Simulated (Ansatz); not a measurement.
```
Al
1.0
    0.00000     2.09352     2.09352
    2.09352     0.00000     2.09352
    2.09352     2.09352     0.00000
Al
1
Cartesian
  0.00000   0.00000   0.00000
```

No spin polarisation.

Method: Ansatz (a first-principles code) PBE, no spin-orbit coupling, earlier PAW set. Settings: 28×28×28 k-points, 0.1 eV Fermi–Dirac smearing.

### Question
Estimate the pressure.

### Answer
-6.4 GPa.

### Question
Estimate the band gap.

### Answer
Zero.

The cells carry an imposed strain or load. No phonon test of stability was made. The cell was made from Al in the fcc (Cu type) structure (space group Fm-3m, No. 225) by this change: isotropic strain +3.62 %.
